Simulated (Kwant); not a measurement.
Model system: wire with a side stub in a GaAs two-dimensional gas. Effective mass 0.067 mₑ, grid spacing 1.3 nm, hard walls, nominal width 34 nm (27 grid rows, so walls 36.4 nm apart), one parabolic valley, scattering region 120 nm long along x; energies count from the band bottom; Fermi energy swept from 0.0028062 to 0.033324 eV. Closed stub on one side, 52 nm wide and 23 nm deep.

The device is made up for the run: typed textbook-type constants, with dimensions and the other settings drawn at random.

Model: effective-mass tight-binding model on a square grid, one spin, coherent transport at 0 K (Kwant). Conductance is in e²/h.

Question: How many channels do the leads carry at E = 10.5, 26.7, 27.2 meV?

Answer: The hard-wall thresholds are n² ħ²π²/(2mW²) = n² × 4.24 meV with W = 36.4 nm. √(10.5/4.24) = 1.57, so 1. √(26.7/4.24) = 2.51, so 2. √(27.2/4.24) = 2.53, so 2.
